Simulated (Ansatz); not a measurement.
Cubic perovskite RbMnF3, treated with r²SCAN (Ansatz, a quantum-chemistry and plane-wave program, PAW).

Settings: plane-wave cutoff 560 eV, 8×8×8 k mesh, Fermi–Dirac smearing 0.01 eV, spin-polarised start, scalar-relativistic PAW data made under PBE.

The cell is scaled about its equilibrium volume:

| V (Å³/atom) | P (GPa) | direct gap at Γ (eV) | smallest gap on the k mesh (eV) |
|---|---|---|---|
| 14.273 | 5.14 | 4.557 | 2.338 |
| 14.576 | 3.23 | 4.523 | 2.354 |
| 14.880 | 1.52 | 4.493 | 2.371 |
| 15.184 | 0.00 | 4.467 | 2.389 |
| 15.488 | -1.36 | 4.444 | 2.408 |
| 15.791 | -2.57 | 4.424 | 2.428 |
| 16.095 | -3.66 | 4.407 | 2.448 |

The fundamental gap (2.39 eV at the equilibrium volume, with added k points) lies elsewhere than Γ–Γ.

Note: the magnetic order was assumed, not searched for or taken from measurement; the relaxation could not lower the start's symmetry, so the cell can be a saddle point above a distorted one.

Spin–orbit coupling is not included.
